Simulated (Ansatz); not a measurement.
Take GaP in the zinc blende structure (space group F-43m, No. 216; a = 5.438 Å) as the base. Axes: x, y, z lie along the cube axes.

All numbers come from Ansatz (a program for electronic structure), PBEsol, PAW, cutoff 420 eV, no spin-orbit coupling.

Base values:

* **Band gap**: 1.45 eV
* **Pressure**: 0.0 kbar

The change: biaxial strain −1.36 %, plane normal [001], relaxed out of plane (Cartesian); in-plane vectors clamped, the third vector and the atoms free.

What happens to the out-of-plane strain?

The out-of-plane strain comes out as +1.20 %.

Estimate the effect on the band gap.

The band gap shrinks by 0.15 eV, from 1.45 eV to 1.30 eV.

Estimate the effect on the pressure.

The pressure (mean of the normal stresses, compression positive) goes from zero to 13.4 kbar.

Stability against distortions was not tested.
